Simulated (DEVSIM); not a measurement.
System: Co/Si3N4/n-Si capacitor, at 300 K.

```csv
layer (left to right),material,thickness (nm),Nd (cm⁻³)
1,Si3N4,2.10,-
2,Si,3200,3.3e16
```

Metal gate on the left, work function 5 eV. Fixed charge at the semiconductor interface 1.4e10 cm⁻² (in units of +e); interface traps 2.2e11 cm⁻² eV⁻¹, uniform in energy, neutral level at 0.3 of the gap above the valence band.

The device is made up for the run: typed textbook-type constants, with dimensions and the other settings drawn at random. Values at 300 K.

```
parameter      Si3N4       Si
-------------  -----  -------
gap (eV)         5.1    1.124
affinity (eV)    2.1     4.05
permittivity     7.5     11.7
Nc (cm⁻³)          -  2.86e19
Nv (cm⁻³)          -   3.1e19
```

Model (solved in DEVSIM): 1D Poisson equation in equilibrium, Boltzmann statistics, complete ionisation; no quantum confinement or tunnelling. Metal contacts follow the ideal Schottky-Mott rule: no Fermi-level pinning, no interface dipoles.

The interface trap density was swept, all else fixed.

```json
[
 {"interface trap density (cm^-2 eV^-1)": "0", "threshold voltage (band bending 2φF) (V)": "-0.03", "flat-band voltage (V)": "0.77", "minimum of the low-frequency capacitance (μF/cm²)": "0.0655"},
 {"interface trap density (cm^-2 eV^-1)": "1e10", "threshold voltage (band bending 2φF) (V)": "-0.03", "flat-band voltage (V)": "0.77", "minimum of the low-frequency capacitance (μF/cm²)": "0.0671"},
 {"interface trap density (cm^-2 eV^-1)": "1e11", "threshold voltage (band bending 2φF) (V)": "-0.03", "flat-band voltage (V)": "0.78", "minimum of the low-frequency capacitance (μF/cm²)": "0.0808"},
 {"interface trap density (cm^-2 eV^-1)": "2.2e11", "threshold voltage (band bending 2φF) (V)": "-0.03", "flat-band voltage (V)": "0.78", "minimum of the low-frequency capacitance (μF/cm²)": "0.0990"},
 {"interface trap density (cm^-2 eV^-1)": "3e11", "threshold voltage (band bending 2φF) (V)": "-0.03", "flat-band voltage (V)": "0.78", "minimum of the low-frequency capacitance (μF/cm²)": "0.111"},
 {"interface trap density (cm^-2 eV^-1)": "1e12", "threshold voltage (band bending 2φF) (V)": "-0.03", "flat-band voltage (V)": "0.81", "minimum of the low-frequency capacitance (μF/cm²)": "0.212"},
 {"interface trap density (cm^-2 eV^-1)": "2e12", "threshold voltage (band bending 2φF) (V)": "-0.04", "flat-band voltage (V)": "0.84", "minimum of the low-frequency capacitance (μF/cm²)": "0.345"}
]
```

From the first row to the last the threshold voltage (band bending 2φF) goes from -0.03 to -0.04. From the first row to the last the flat-band voltage goes from 0.77 to 0.84.
